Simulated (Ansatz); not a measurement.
CoPdO2, pressure series

Take CoPdO2 (space group R-3m, No. 166; a = 2.862 Å, c = 17.840 Å (hexagonal axes); non-magnetic) as the base.

Cell and atoms are relaxed at each pressure.

All numbers come from PBE (Ansatz, a program for electronic structure; PAW; 420 eV plane waves; no SOC), earlier PAW set.

```
P (GPa)  V (Å³/atom)
-------  -----------
-2.00         10.657
-1.00         10.601
0.29          10.531
0.68          10.510
1.50          10.467
3.00          10.391
5.00          10.295
7.50          10.181
10.00         10.073
```

Q: Fit a third-order Birch–Murnaghan equation of state.

A: Least squares on P(V) = (3B₀/2)[(V₀/V)^(7/3) − (V₀/V)^(5/3)]·[1 + (3/4)(B₀′ − 4)((V₀/V)^(2/3) − 1)] gives V₀ = 10.55 Å³/atom, B₀ = 196 GPa and B₀′ = 4.7.

Load acts through the strain it causes; cell and atoms are relaxed under it. Whether these cells are dynamically stable was not tested. No other phases were tried under pressure. Starting moments died away, wholly or in part, for the base; another magnetic solution may exist. No Hubbard U is applied and the magnetic state is the run's own (CoPdO2 not spin-polarised; CoPdO2 non-magnetic); other magnetic orders, which need larger cells, were not tried and can change the gap. All final runs are without spin polarisation. An odd electron count without spin: CoPdO2.
